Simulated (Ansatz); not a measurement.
PbSe, response to strain

Start from PbSe in the rock salt structure (space group Fm-3m, No. 225; a = 6.1016 Å). Axes: x, y, z lie along the cube axes.

Strains are applied to the cell and any free atomic positions relax.

The values are results of Ansatz (an electronic-structure program), PBEsol, PAW, cutoff 420 eV, spin-orbit coupling left out, not measurements.

Notes on the quantities. energy relative to the base: free energy F.

| uniaxial strain ε_zz (%) | energy relative to the base (meV/atom) |
|---|---|
| -2.5 | 8.5 |
| -2 | ? |
| -1.5 | 2.9 |
| -1 | 1.3 |
| -0.5 | 0.3 |
| 0 | 0.0 |

Question: Fit ΔE = Aε² + Bε³ (ε in %) to the rows shown and predict the withheld row.

Answer: Least squares on the printed values gives A = 1.21 and B = -0.062 meV/atom (largest residual 0.0 meV/atom); this predicts 5.3 meV/atom, and the run gives 5.3 meV/atom, in agreement.

Whether these cells are dynamically stable was not tested.
